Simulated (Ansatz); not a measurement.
Input:

```
CELL_PARAMETERS angstrom
      0.00000     3.31237     3.25989
      3.25989     0.00000     3.25989
      3.25989     3.31237     0.00000
ATOMIC_POSITIONS crystal
  Sb 0.75000 0.75000 0.75000
  In 0.00000 0.00000 0.00000
```

No spin polarisation.

Level of theory: Ansatz (a quantum-chemistry and plane-wave program), PBEsol, PAW, cutoff 420 eV, no spin-orbit coupling, earlier PAW set. Settings: 12×12×12 k-points, 0.05 eV Fermi–Dirac smearing.

Task: Predict the space group, pressure and band gap.

Result: Space group: I-4m2 (No. 119)
Pressure (mean of the normal stresses, compression positive): -0.7 GPa
Band gap: zero

With Sb present, leaving out spin-orbit coupling can change the band edges. The cells carry an imposed strain or load. Whether these cells are dynamically stable was not tested. The final runs are not spin-polarised. The cell was made from InSb in the zinc blende structure (space group F-43m, No. 216) by this change: uniaxial strain ε_yy = +1.61 %. The zero or small gap of InSb can change with the level of theory.
